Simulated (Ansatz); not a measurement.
The reference is SnS$_{2}$ in the CdI2 type structure (space group P-3m1, No. 164; a = 3.669 Å, c = 5.806 Å; layered, stacked along the Cartesian z axis). Axes: x lies along a and z along c of the hexagonal cell.

All numbers come from PBE-D3(BJ) (Ansatz, a quantum-chemistry and plane-wave program; PAW; 420 eV plane waves; no spin-orbit coupling).

Perturbation: uniaxial strain ε_zz = +3.14 %, all other strain components held at zero; the atoms relax in the strained cell.

**Question.** Predict the stress tensor and what it implies for the stiffness.

**Answer.** Stress of the strained cell less that of the base (GPa, compression positive):
```
  -0.32    0.00    0.00
   0.00   -0.32    0.00
   0.00    0.00   -0.74
```

Then −Δσ_ii/ε with ε = 0.0314 gives secant stiffness values (nonlinear terms included at this strain): C33 ≈ 23 GPa, C13 ≈ 10 GPa and C23 ≈ 10 GPa.

No phonon test of stability was made.
